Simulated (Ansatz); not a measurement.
Start from Al in the fcc (Cu type) structure (space group Fm-3m, No. 225).

```xyz
1
Lattice="0.0000 1.9960 1.9960 1.9960 0.0000 1.9960 1.9960 1.9960 0.0000" Properties=species:S:1:pos:R:3 pbc="T T T"
Al     0.0000     0.0000     0.0000
```

Cartesian axes are those of the cell as printed.

Calculations: r2SCAN (Ansatz, a quantum-chemistry and plane-wave program), spin-orbit coupling left out.

Before the change:

* **Shortest interatomic distance**: 2.823 Å

Perturbation: uniaxial stress, 2 GPa compression along x; all other stress components relax to zero.

Q: Predict the new energy relative to the base and shortest interatomic distance.

A: The energy increases by 1.7 meV/atom; the shortest interatomic distance shrinks by 0.0193 Å, from 2.823 Å to 2.803 Å.

Without a gap, meshes like the base's 20×20×20 leave anisotropic stresses uncertain by several tenths of a GPa, and small strain energies with them. Load acts through the strain it causes; cell and atoms are relaxed under it. Beyond what the load breaks, stability against distortions was not tested.
